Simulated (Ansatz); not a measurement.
The starting structures come from a database of crystals and need not be the phases stable at ambient conditions.

```
CELL_PARAMETERS angstrom
      5.32473     0.00000     0.00000
      2.52459     9.56272     0.00000
     -1.40007     4.78136     4.54914
ATOMIC_POSITIONS crystal
  Ca 0.45272 0.29728 0.40544
  Ca 0.54728 0.70272 0.59456
  Zn 0.84600 0.90400 0.19200
  Zn 0.15400 0.09600 0.80800
  Si 0.64770 0.62164 0.18426
  Si 0.35230 0.37836 0.81574
  Si 0.03656 0.19410 0.18426
  Si 0.96344 0.80590 0.81574
  O  0.86921 0.63365 0.03498
  O  0.13079 0.36635 0.96502
  O  0.66577 0.33137 0.03498
  O  0.33423 0.66863 0.96502
  O  0.78485 0.39178 0.49392
  O  0.21515 0.60822 0.50608
  O  0.20907 0.11430 0.49392
  O  0.79093 0.88570 0.50608
  O  0.88302 0.97311 0.82102
  O  0.11698 0.02689 0.17898
  O  0.43800 0.20587 0.82102
  O  0.56200 0.79413 0.17898
```

The cell is taken as given; by r2SCAN it stands under a pressure of -6.2 GPa.

Transport runs along the normal of the first two printed cell vectors.

The gap is the functional's own, uncorrected, and κ follows it; spin-orbit coupling is left out. Mid-gap means the computed energy nearest the middle.

Compute, with r2SCAN (Ansatz, a program for electronic structure), the band gap and the smallest decay constant κ at mid-gap.

Gap 4.73 eV on a 8×8×8 mesh; κ = 0.399 1/Å, at the zone centre.
